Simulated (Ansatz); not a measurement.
**PtBi (P6_3/mmc): band-structure transport figures**

Given:

```
BiPt
1.0
    4.36510     0.00000     0.00000
   -2.18255     3.78029     0.00000
    0.00000     0.00000     5.48238
Bi Pt
2 2
Direct
  0.33333   0.66667   0.25000
  0.66667   0.33333   0.75000
  0.00000   0.00000   0.50000
  0.00000   0.00000   0.00000
```

The numbers are results of PBEsol, rigid bands (plane waves, PAW, scalar-relativistic; Ansatz, a program for electronic structure), not measurements. How the cell was made: cell and atoms relaxed with PBEsol.

* **density of states at the Fermi level**: 1.81 states/(eV·cell), both spins
* **bare Sommerfeld coefficient**: 1.07 mJ/(mol of atoms·K²)
* **Drude plasma energy**: 7.5 (x), 7.5 (y), 6.4 (z) eV
* **root-mean-square Fermi velocity**: 9.9e5 m/s
* **resistivity times τ**: 8.7 (x), 8.7 (y), 11.9 (z) ×10⁻²² Ω·m·s

A metal at this level (no band gap); rigid bands, thermally averaged at 300 K, both spins. Spin-orbit coupling is left out, which matters with elements this heavy. τ is one relaxation time for all states.

Formula and space group known from diffraction (Crystallography Open Database), not checked to be the room-temperature form: PtBi (P6_3/mmc).
